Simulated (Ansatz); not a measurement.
Base system: Sn in the diamond structure (space group Fd-3m, No. 227; a = 6.566 Å). Axes: x, y, z lie along the cube axes.

Computed with Ansatz (a program for electronic structure) r2SCAN, without spin-orbit coupling.

Base values:

- Pressure: 0.0 GPa
- Shortest interatomic distance: 2.843 Å
- Band gap: zero

It is then changed as follows: tensor shear ε_xy = +1.71 % (engineering shear γ = 0.0342), atoms relaxed at fixed cell.

Task: How does this affect the energy relative to the base, pressure, shortest interatomic distance, largest internal atomic displacement and band gap?

Result: The energy increases by 3.9 meV/atom; the pressure (mean of the normal stresses, compression positive) remains 0.0 GPa; the shortest interatomic distance falls by 0.0106 Å, from 2.843 Å to 2.833 Å; the largest internal atomic displacement is 0.018 Å; the band gap stays zero.

The cells carry an imposed strain or load. Stability against distortions was not tested.
